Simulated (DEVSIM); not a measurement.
**abrupt Si p-n junction**

Structure: abrupt Si p-n junction, at 300 K.

| layer (left to right) | material | thickness (μm) | Nd (cm⁻³) | Na (cm⁻³) | τn (s) | τp (s) |
|---|---|---|---|---|---|---|
| 1 | Si | 0.300 | - | 4e18 | 2.7e-5 | 2.7e-6 |
| 2 | Si | 6.70 | 6.3e14 | - | 2.7e-6 | 2.7e-6 |

Left contact: ohmic. Right contact: ohmic. Voltage is applied to the left contact. Recombination: SRH at mid-gap, Auger. Mobility is μmin + (μ − μmin)/(1 + (N/Nref)^α).

This is a model device: material constants are rounded textbook-type values typed into the input, and sizes, dopings and lifetimes were drawn at random. Values at 300 K.

| parameter | Si |
|---|---|
| gap (eV) | 1.124 |
| affinity (eV) | 4.05 |
| permittivity | 11.7 |
| Nc (cm⁻³) | 2.86e19 |
| Nv (cm⁻³) | 3.1e19 |
| μn (cm²/Vs) | 1417 |
| μp (cm²/Vs) | 470 |
| μn,min | 52 |
| μp,min | 45 |
| Nref,n | 9.7e16 |
| Nref,p | 2.2e17 |
| αn | 0.68 |
| αp | 0.72 |
| Cn (cm⁶/s) | 2.8e-31 |
| Cp (cm⁶/s) | 9.9e-32 |

Model (solved in DEVSIM): 1D drift-diffusion, Boltzmann statistics, complete ionisation; no tunnelling, impact ionisation, image-force lowering or self-heating.

```
Quantity                                            Result
---------------------------------------------  -----------
Potential step across the device at zero bias      0.794 V
Largest field in the device at zero bias       110000 V/cm
Dark forward voltage at 1 A/cm²                    0.557 V
Dark forward voltage at 100 A/cm²                  0.743 V
```

Dark forward current:

```json
[
 {"V (V)": "0.05", "J (A/cm²)": "1.1e-8"},
 {"V (V)": "0.10", "J (A/cm²)": "5.5e-8"},
 {"V (V)": "0.20", "J (A/cm²)": "1.6e-6"},
 {"V (V)": "0.25", "J (A/cm²)": "1.0e-5"},
 {"V (V)": "0.35", "J (A/cm²)": "0.00046"},
 {"V (V)": "0.40", "J (A/cm²)": "0.0031"},
 {"V (V)": "0.45", "J (A/cm²)": "0.021"},
 {"V (V)": "0.55", "J (A/cm²)": "0.81"},
 {"V (V)": "0.60", "J (A/cm²)": "3.7"},
 {"V (V)": "0.65", "J (A/cm²)": "13"},
 {"V (V)": "0.75", "J (A/cm²)": "120"},
 {"V (V)": "0.80", "J (A/cm²)": "310"},
 {"V (V)": "0.90", "J (A/cm²)": "1700"},
 {"V (V)": "0.95", "J (A/cm²)": "3000"}
]
```
